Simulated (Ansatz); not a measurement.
# Na2S under a change: pressure 5 GPa

The reference is Na₂S in the anti-fluorite structure (space group Fm-3m, No. 225; a = 6.5679 Å).

Perturbation: a hydrostatic pressure of 5 GPa.

Computed with DFT with PBE, PAW potentials and a 420 eV plane-wave cutoff in Ansatz (an electronic-structure program), no spin-orbit coupling. Γ-centred 9×9×9 mesh, Fermi–Dirac width 0.05 eV.

| quantity | base | changed | shift |
|---|---|---|---|
| volume per atom | 23.61 Å³ | 20.66 Å³ | -2.95 Å³ |
| density | 1.83 g/cm³ | 2.09 g/cm³ | +0.26 g/cm³ |
| lattice parameter a | 6.568 Å | 6.282 Å | -0.286 Å |
| enthalpy H = E + PV relative to the base's energy | – | +0.69 eV/atom | – |
| band gap | 2.45 eV | 2.91 eV | +0.465 eV |
| gap character | direct at Γ | direct at Γ | – |
| electron mass | 0.29 mₑ (at Γ) | 0.29 mₑ (at Γ) | – |
| hole mass (degenerate bands, along [100]) | 0.43, 2.8, 2.8 mₑ (at Γ) | 0.43, 2.7, 2.7 mₑ (at Γ) | – |
| valley order (the lowest conduction-band minima on the path, energy above the VBM, named in the base's zone) | Γ 2.45 eV; X along ⟨100⟩ 3.84 eV | Γ 2.91 eV; X along ⟨100⟩ 3.89 eV | – |

Final structure:

```yaml
crystal:
  lattice:
    - [0.00000, 3.14107, 3.14107]
    - [3.14107, 0.00000, 3.14107]
    - [3.14107, 3.14107, 0.00000]
  atoms:
    - { symbol: Na, position: [0.25000, 0.25000, 0.25000] }
    - { symbol: Na, position: [0.75000, 0.75000, 0.75000] }
    - { symbol: S, position: [0.00000, 0.00000, 0.00000] }
```

Load acts through the strain it causes; cell and atoms are relaxed under it. Effective masses come from finite differences of ±0.01 Å⁻¹. Stability against distortions was not tested. No other phases were tried under pressure.
